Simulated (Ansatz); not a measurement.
For CuAl2 (I4/mcm), PBEsol, DFPT electron-phonon coupling, linearised Boltzmann equation run with Ansatz (an electronic-structure program) gives a transport coupling λ_tr = 0.331 and a Drude plasma energy ħω_p = 8.21 eV along x (a = (-3.01, 3.01, 2.39) Å; b = (3.01, -3.01, 2.39) Å; c = (3.01, 3.01, -2.39) Å).

Problem. Estimate the resistivity at 300 K from the high-temperature formula ρ = 2π λ_tr k_B T / (ħ ε₀ ω_p²), and say how the full Boltzmann solution compares.

Solution. The scattering rate is 1/τ = 2π λ_tr k_B T/ħ = 8.17e13 s⁻¹ and ω_p = 1.25e16 s⁻¹, so ρ ≈ 5.93 μΩ·cm. The Boltzmann solution gives 5.37 μΩ·cm, 0.91 times the estimate.

A metal at this level (no band gap). Only scattering by harmonic phonons is included (no impurities, grain boundaries, electron-electron scattering or thermal expansion). Spin-orbit coupling is left out. Halving the electron mesh (16x16x16) moves the resistivity by up to 6 % at 300 K, the coupling by up to 6 %. Smearing 0.20 eV; phonons on a 4x4x4 q mesh, which this run doesn't test.
